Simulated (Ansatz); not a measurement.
What each level gives and costs: CsCu₂Cl₃ (Cmcm, 12 atoms in the cell)

Cell: a = 7.9069 Å, b = 7.9069 Å, c = 5.3655 Å, α = 90.00°, β = 90.00°, γ = 102.90°.

Program: Ansatz (a first-principles code), default PAW files; each row names its functional.

Base settings: basis.ecutwfc = 420 eV; kpoints.mp_grid.grid = 2 2 3; hamiltonian.xc = hse06; hamiltonian.pseudopotentials = {kind: paw}, with the files named one by one; scf.occupations.method = fixed.

Differences are taken from HSE06, a reference of convenience: it is no measurement, and no ranking of the functionals follows. Where a row names another cutoff or potentials, its difference holds that change too.

Core times come from one kind of shared machine and are given to one figure; runs under 30 s give none.

The starting cell comes from a database of computed structures (which also holds hypothetical and non-ambient phases and stackings), without a prior relaxation at this level. Its lattice was rescaled by a random factor within 2.5 % of one. Ansatz's pressure includes its estimate of the finite-basis (Pulay) stress.

```csv
level,gap on the mesh less reference (eV),pressure less reference (GPa),largest difference in the force on any atom (eV/Å),core time / reference (rough)
"PBEsol (hamiltonian.pseudopotentials: {kind: paw}, with the files named one by one → {kind: paw} (the program's default PAW files))",-1.873,-2.38,0.338,–
PBE0,0.741,-0.08,0.010,1
HSE06,0.000,0.00,0.000,1
```

PBEsol (hamiltonian.pseudopotentials: {kind: paw}, with the files named one by one → {kind: paw} (the program's default PAW files)) ran in under 30 s, against roughly 200 s for HSE06.

Keys are those of Ansatz 0.2.
